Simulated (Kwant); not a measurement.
System: wire with one Gaussian impurity in a InAs two-dimensional gas. Effective mass 0.023 mₑ, grid spacing 4.2 nm, hard walls, nominal width 100 nm (23 grid rows, so walls 100.8 nm apart), one parabolic valley, scattering region 300 nm long along x; energies count from the band bottom; Fermi energy swept from 0.0013079 to 0.027794 eV. Impurity U exp(−r²/2σ²), U = -0.055 eV, σ = 6.1 nm, 20 nm off the axis.

The device is made up for the run: typed textbook-type constants, with dimensions and the other settings drawn at random.

Kwant, effective-mass tight-binding model on a square grid, one spin, coherent transport at 0 K. Conductance is in e²/h.

**Question.** How many channels do the leads carry at E = 9.32, 11.5, 12.0 meV?

**Answer.** The hard-wall thresholds are n² ħ²π²/(2mW²) = n² × 1.61 meV with W = 100.8 nm. √(9.32/1.61) = 2.41, so 2. √(11.5/1.61) = 2.68, so 2. √(12.0/1.61) = 2.73, so 2.
